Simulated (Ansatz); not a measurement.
System: cubic perovskite CsPbBr₃ (cubic high-temperature phase). Method: PBEsol in Ansatz (plane waves, PAW).

Run with plane-wave cutoff 520 eV, 4×4×4 k mesh, scalar-relativistic PAW data made under PBE.

Computed at the level's own relaxed cell.

Hill averages of the elastic tensor: K = 21.6 GPa, G = 8.7 GPa. Volume 40.694 Å³/atom, mean atomic mass 115.963 u.

Task: Work out the density, the sound velocities of a polycrystal and the elastic Debye temperature at this level.

Result: ρ = 1.66054 × 115.963/40.694 = 4.732 g/cm³. v_l = √[(K + 4G/3)/ρ] = 2.649 km/s and v_t = √(G/ρ) = 1.356 km/s. The mean follows from 3/v_m³ = 1/v_l³ + 2/v_t³: v_m = 1.519 km/s. Θ_D = (ħ/k_B) v_m (6π²/V)^(1/3) = 76.38 K Å s/km × 1.519 × 1.1332 Å⁻¹ = 131 K, counting all atoms of the cell.

Note: the relaxation could not lower the start's symmetry, so the cell can be a saddle point above a distorted one.

Ansatz is a first-principles code.
